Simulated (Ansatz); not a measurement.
The starting structures come from a database of crystals and need not be the phases stable at ambient conditions.

 Where the default PAW files enter, the runs use the earlier of Ansatz's two default sets.

Tunnelling through a barrier is set by its complex band structure: the current falls as exp(−2κd) with the smallest κ.

Data:

```yaml
crystal:
  lattice:
    - [5.81207, 0.00000, 0.00000]
    - [-2.90604, 5.03340, 0.00000]
    - [2.90603, 1.67780, 7.16229]
  atoms:
    - { symbol: Ba, position: [0.58973, 0.79486, 0.61541] }
    - { symbol: Ba, position: [0.41027, 0.20514, 0.38459] }
    - { symbol: Ba, position: [0.00000, 0.00000, 0.00000] }
    - { symbol: V, position: [0.81486, 0.40743, 0.77771] }
    - { symbol: V, position: [0.18514, 0.59257, 0.22229] }
    - { symbol: O, position: [0.65595, 0.32798, 0.01607] }
    - { symbol: O, position: [0.34405, 0.67202, 0.98393] }
    - { symbol: O, position: [0.03032, 0.27321, 0.69647] }
    - { symbol: O, position: [0.96968, 0.72679, 0.30353] }
    - { symbol: O, position: [0.03031, 0.75710, 0.69647] }
    - { symbol: O, position: [0.96968, 0.24290, 0.30353] }
    - { symbol: O, position: [0.54643, 0.27321, 0.69647] }
    - { symbol: O, position: [0.45357, 0.72679, 0.30353] }
```

Space group of this cell: R-3m. The cell is taken as given; by PBEsol its mean pressure is -3.5 GPa.

Transport runs along the normal of the first two printed cell vectors, the (001) plane of the conventional cell.

The gap is the functional's own. No spin-orbit coupling. Mid-gap values are interpolated on the energy grid.

Task: Give the band gap and the smallest decay constant κ at mid-gap that PBEsol run with Ansatz (a quantum-chemistry and plane-wave program) yields.

Result: Gap 3.68 eV on a 8×8×8 mesh; κ = 0.489 1/Å, at the zone centre.
